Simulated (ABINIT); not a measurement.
A self-consistent single point of CsLuS2 (P6_3/mmc, 8 atoms in the cell) with ABINIT.

Method: LDA (PW92), PAW (JTH v2.0 LDA PAW) (plane waves; ABINIT).

The change in words: lattice scaled by 0.98. Reference geometry:
```
CsLuS2
1.0
    3.98921     0.00000     0.00000
   -1.99460     3.45476     0.00000
    0.00000     0.00000    16.05658
Cs Lu S
2 2 4
Direct
  0.33333   0.66667   0.25000
  0.66667   0.33333   0.75000
  0.00000   0.00000   0.50000
  0.00000   0.00000   0.00000
  0.33333   0.66667   0.91088
  0.66667   0.33333   0.08912
  0.66667   0.33333   0.41088
  0.33333   0.66667   0.58912
```

Reference input (self-consistent single point, DFT, LDA (PW92), plane waves, PAW (JTH v2.0 LDA PAW)): pseudos = [Cs.LDA_PW-JTH.xml, Lu.LDA_PW-JTH.xml, S.LDA_PW-JTH.xml]; ecut = 24 Ha; pawecutdg = 48 Ha; pawxcdev = 0; occopt = 1; ngkpt = 5 5 1; nshiftk = 1; shiftk = 0 0 0; potentials = JTH v2.0 LDA PAW; nband = 48; kptopt = 1; nstep = 100. This run's input differs from it in these lines:

```diff
@@ -3,6 +3,6 @@
 pseudos "Cs.LDA_PW-JTH.xml, Lu.LDA_PW-JTH.xml, S.LDA_PW-JTH.xml"
-acell 3.9892098839 3.9892098839 16.0565800000 Angstrom
+acell 3.9094258671 3.9094258671 15.7354480000 Angstrom
 rprim
-         1.0000000000    0.0000000068    0.0000000000
-        -0.5000000058    0.8660254004    0.0000000000
+         1.0000000000    0.0000000079    0.0000000000
+        -0.5000000068    0.8660253998    0.0000000000
          0.0000000000    0.0000000000    1.0000000000
```

Output (repeated stretches shortened):

```
--- !BeginCycle
solver: {iscf: 17, nstep: 100, nline: 4, wfoptalg: 10, }
tolerances: {tolvrs: 1.00E-12, }
...

     iter   Etot(hartree)      deltaE(h)  residm     nres2
 ETOT  1  -618.43543066636    -6.184E+02 5.263E+00 2.098E+02
 ETOT  2  -639.47679243212    -2.104E+01 1.299E+00 1.530E+02
 ETOT  3  -639.30957835413     1.672E-01 1.147E+00 8.937E+01
 ETOT  4  -639.56883363448    -2.593E-01 4.520E-01 4.299E+01
 ETOT  5  -639.46808770684     1.007E-01 1.228E-01 1.520E+01
   [... 31 lines left out ...]
 ETOT 37  -639.44023231851    -2.262E-11 1.200E-06 5.046E-12
 ETOT 38  -639.44023231848     3.081E-11 2.837E-06 1.150E-12
 ETOT 39  -639.44023231848    -1.819E-12 1.346E-06 1.332E-12
 ETOT 40  -639.44023231847     8.413E-12 2.663E-06 1.595E-13
 At SCF step   40       nres2   =  1.59E-13 < tolvrs=  1.00E-12 =>converged.

 Cartesian components of stress tensor (hartree/bohr^3)
  sigma(1 1)= -8.45077584E-06  sigma(3 2)=  0.00000000E+00
  sigma(2 2)= -8.45077486E-06  sigma(3 1)=  0.00000000E+00
  sigma(3 3)=  7.39462443E-06  sigma(2 1)= -5.95245260E-13

 ----iterations are completed or convergence reached----

 reduced coordinates (array xred) for    8 atoms
       0.333333333333      0.666666666667      0.250000000000
       0.666666666667      0.333333333333      0.750000000000
      -0.000000000000     -0.000000000000      0.500000000000
      -0.000000000000     -0.000000000000      0.000000000000
       0.333333333333      0.666666666667      0.910880000000
       0.666666666667      0.333333333333      0.089120000000
   [... lines left out ...]
 Fermi (or HOMO) energy (hartree) =   0.14001   Average Vxc (hartree)=  -0.36690
   [... lines left out ...]
local_psp           : -5.51445329883317E+02
total_energy        : -6.39440232148148E+02
total_energy_eV     : -1.74000536125108E+04
...

-Cartesian components of stress tensor (GPa)         [Pressure=  9.3234E-02 GPa]
- sigma(1 1)= -2.48630367E-01  sigma(3 2)=  0.00000000E+00
- sigma(2 2)= -2.48630338E-01  sigma(3 1)=  0.00000000E+00
- sigma(3 3)=  2.17557325E-01  sigma(2 1)= -1.75127172E-08

 Calculation completed.
```

The run converged in 40 iterations. Against the reference run the free energy goes down by 13.8 meV/atom, the pressure goes from -3.22 to 0.09 GPa, the largest force goes from 0.005 to 0.353 eV/Å and the gap on the mesh goes from 1.947 to 1.801 eV.

The starting cell comes from a database of computed structures (which also holds hypothetical and non-ambient phases and stackings), without a prior relaxation at this level. For this run, on top of that: lattice scaled by 0.98. Spin-orbit coupling is off.

Cost on one core of a shared machine: roughly 8 min.
